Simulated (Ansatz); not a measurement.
Base system: BAs in the zinc blende structure (space group F-43m, No. 216; a = 4.7826 Å).

All numbers come from r2SCAN/PAW in Ansatz (a first-principles code), no spin-orbit coupling, earlier PAW set.

For the base:

| Quantity | Result |
|---|---|
| Density | 5.21 g/cm³ |
| Valley order | a point along ⟨100⟩, about 1.0 Å⁻¹ from Γ 1.38 eV; L along ⟨111⟩ 2.94 eV |

Now apply this change: a negative pressure, −2 GPa.

### Question
How does this affect the density and valley order?

### Answer
The density falls by 0.08 g/cm³ to 5.13 g/cm³; the valley order (the lowest conduction-band minima on the path, energy above the VBM, named in the base's zone) becomes a point along ⟨100⟩, about 1.0 Å⁻¹ from Γ 1.39 eV; L along ⟨111⟩ 2.85 eV (base: a point along ⟨100⟩, about 1.0 Å⁻¹ from Γ 1.38 eV; L along ⟨111⟩ 2.94 eV).

The levels and masses belong to the bands next to the band gap. Load acts through the strain it causes; cell and atoms are relaxed under it. No phonon test of stability was made.
